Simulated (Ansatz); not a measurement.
# Evanescent states of SiC (P6_3mc, 12 atoms a cell, 10.3 Å³ an atom) along the normal of (001)

Calculation: r2SCAN (plane waves, PAW; Ansatz, a program for electronic structure).

The gap is the functional's own. No spin-orbit coupling. Mid-gap values are those at the computed energy nearest the middle.

Energies count from the valence-band top; κ is the least over a 12×12 mesh across the current.

| E (eV) | κ (1/Å) | where |
|---|---|---|
| 0.06 | 0.070 | Γ |
| 0.18 | 0.104 | Γ |
| 0.30 | 0.129 | Γ |
| 0.42 | 0.149 | Γ |
| 0.54 | 0.166 | Γ |
| 0.66 | (withheld) | Γ |
| 0.78 | (withheld) | Γ |
| 0.90 | (withheld) | Γ |
| 1.02 | (withheld) | Γ |
| 1.14 | 0.226 | Γ |
| 1.26 | (withheld) | Γ |
| 1.38 | (withheld) | Γ |
| 1.50 | (withheld) | Γ |
| 1.62 | (withheld) | off Γ |
| 1.74 | (withheld) | off Γ |
| 1.86 | 0.226 | off Γ |
| 1.98 | 0.212 | off Γ |
| 2.10 | 0.193 | off Γ |
| 2.22 | 0.166 | off Γ |
| 2.34 | 0.112 | off Γ |

### Question
Complete the blanks.

### Answer

- 0.66, κ (1/Å): 0.180
- 0.78, κ (1/Å): 0.194
- 0.90, κ (1/Å): 0.206
- 1.02, κ (1/Å): 0.216
- 1.26, κ (1/Å): 0.235
- 1.38, κ (1/Å): 0.243
- 1.50, κ (1/Å): 0.251
- 1.62, κ (1/Å): 0.246
- 1.74, κ (1/Å): 0.237
